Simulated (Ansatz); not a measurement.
## GaSb: response to strain

Base system: GaSb in the zinc blende structure (space group F-43m, No. 216; a = 6.1335 Å).

Strains are applied to the cell and any free atomic positions relax.

The values are results of r2SCAN in Ansatz (plane waves to 500 eV, PAW, no spin-orbit coupling), earlier PAW set, not measurements.

| isotropic strain (%) | pressure (GPa) |
|---|---|
| -5.43 | 13.2 |
| -2.08 | 3.9 |
| -1.57 | 2.8 |
| 0 | 0.0 |
| 0.79 | ? |
| 0.85 | -1.3 |

Fit P = P₀ − Bδ + Cδ² with δ = (1 + ε)³ − 1 to the rows shown and predict the withheld row.

Least squares on the printed values gives P₀ = -0.1 GPa, B = 51.9 GPa, C = 221 GPa (largest residual 0.1 GPa); this predicts -1.2 GPa, and the run gives -1.2 GPa, in agreement.

Stability against distortions was not tested.

Ansatz is a program for electronic structure.
